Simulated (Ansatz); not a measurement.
The reference is Ti in the hcp (Mg type) structure (space group P6_3/mmc, No. 194; relaxed with 0.1 eV smearing).

```
CELL_PARAMETERS angstrom
      2.90164     0.00000     0.00000
     -1.45082     2.51289     0.00000
      0.00000     0.00000     4.59296
ATOMIC_POSITIONS crystal
  Ti 0.66667 0.33333 0.75000
  Ti 0.33333 0.66667 0.25000
```

Cartesian axes are those of the cell as printed.

Computed with PBEsol (Ansatz, a program for electronic structure; PAW; 420 eV plane waves; scalar-relativistic without spin-orbit coupling).

Strains are applied to the cell and any free atomic positions relax; under biaxial strain the out-of-plane vector relaxes too.

One change was made to it. Results:

The pressure (mean of the normal stresses, compression positive) goes from zero to 1.4 GPa; the shortest interatomic distance goes up by 0.006 Å to 2.849 Å.

Problem. Which change produced these results?
A. biaxial strain −1.50 %, plane normal [001], relaxed out of plane
B. biaxial strain −1.00 %, plane normal [001], relaxed out of plane
C. biaxial strain +3.00 %, plane normal [001], relaxed out of plane
D. biaxial strain −2.50 %, plane normal [001], relaxed out of plane

Solution. B, biaxial strain −1.00 %, plane normal [001], relaxed out of plane. For comparison, the pressure in the other runs: biaxial strain −1.50 %, plane normal [001], relaxed out of plane gives 2.1 GPa; biaxial strain +3.00 %, plane normal [001], relaxed out of plane gives -3.7 GPa; biaxial strain −2.50 %, plane normal [001], relaxed out of plane gives 3.5 GPa.

Stability against distortions was not tested. The final runs are not spin-polarised.
